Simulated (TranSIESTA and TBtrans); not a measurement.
**Ge chain with one N atom inserted**

Device: Ge chain with one N atom inserted. Leads: straight Ge chain, spacing 2.28 Å. Geometry: 3 atoms about the centre moved by SIESTA (PBE, DZP) to a largest force of 0.04 eV/Å, all others as built, motion along the axis alone.

TranSIESTA and TBtrans, PBE, DZP numerical orbitals (energy shift 0.15 eV), PseudoDojo norm-conserving scalar-relativistic potentials, mesh cutoff 200 Ry, 300 K, spin-polarised (collinear), no spin-orbit coupling; self-consistent non-equilibrium Green functions.

```
Quantity                           Value
---------------------------------  -----
Conductance at 300 K (G0 = 2e²/h)   2.05
Mean T from −0.5 to 0.5 eV          2.00
```

Energies count from the leads' Fermi level. Transmissions are for each spin. The energy step is 0.01 eV; narrower resonances are cut or missed.

```tsv
E (eV)	T up	T down	lead channels up	down
-2.00	0.91	0.91	1	1
-1.90	0.88	0.88	1	1
-1.80	0.86	0.85	1	1
-1.70	0.83	0.83	1	1
-1.60	0.81	0.80	1	1
-1.50	0.79	0.78	1	1
-1.40	0.77	0.76	1	1
-1.30	0.77	0.76	3	3
-1.20	0.83	0.83	3	3
-1.10	0.88	0.89	3	3
-1.00	0.95	0.96	3	3
-0.90	1.05	1.05	3	3
-0.80	1.17	1.16	3	3
-0.70	1.32	1.30	3	3
-0.60	1.48	1.45	3	3
-0.50	1.63	1.60	3	3
-0.40	1.76	1.74	3	3
-0.30	1.86	1.85	3	3
-0.20	1.94	1.95	3	3
-0.10	2.00	2.02	3	3
0.00	2.04	2.07	3	3
0.10	2.07	2.11	3	3
0.20	2.09	2.14	3	3
0.30	2.11	2.15	3	3
0.40	2.13	2.17	3	3
0.50	2.15	2.18	3	3
0.60	2.17	2.19	3	3
0.70	2.19	2.19	3	3
0.80	2.20	2.20	3	3
0.90	2.22	2.21	3	3
1.00	2.23	2.22	3	3
1.10	2.24	2.23	3	3
1.20	2.24	2.23	3	3
1.30	2.25	2.24	3	3
1.40	2.25	2.24	3	3
1.50	2.25	2.24	3	3
1.60	2.24	2.24	3	3
1.70	2.23	2.24	3	3
1.80	2.22	2.23	3	3
1.90	2.21	2.22	3	3
2.00	2.20	2.21	3	3
```

Moments were seeded on the central atoms alone, and one start was tried. The straight chain is held at its spacing; free chains may zigzag or dimerise.
